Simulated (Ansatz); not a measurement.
The starting structures come from a database of crystals and need not be the phases stable at ambient conditions.

The decay constant κ of evanescent states in the gap governs leakage through a thin film.

Data:

```
Hf3N4
1.0
    5.81545     0.00000     0.00000
   -1.93848     5.48286     0.00000
    1.93848     2.74143     4.74829
Hf N
6 8
Direct
  0.12500   0.75000   0.12500
  0.25000   0.62500   0.62500
  0.37500   0.25000   0.37500
  0.75000   0.87500   0.87500
  0.87500   0.12500   0.25000
  0.62500   0.37500   0.75000
  0.50000   0.00000   0.63366
  0.00000   0.86634   0.50000
  0.13366   0.13366   0.86634
  0.86634   0.50000   0.00000
  0.00000   0.36634   0.50000
  0.50000   0.00000   0.13366
  0.36634   0.50000   0.00000
  0.63366   0.63366   0.36634
```

Space group of this cell: I-43d. The cell is taken as given; by r2SCAN its mean pressure is -2.2 GPa.

Transport runs along the normal of the first two printed cell vectors, the (110) plane of the conventional cell.

The gap is the functional's own. No spin-orbit coupling. Mid-gap values are interpolated on the energy grid.

Question: State the band gap and the smallest decay constant κ at mid-gap according to Ansatz (an electronic-structure program) with r2SCAN.

Answer: Gap 1.38 eV on a 6×6×6 mesh; κ = 0.201 1/Å, at the zone centre.
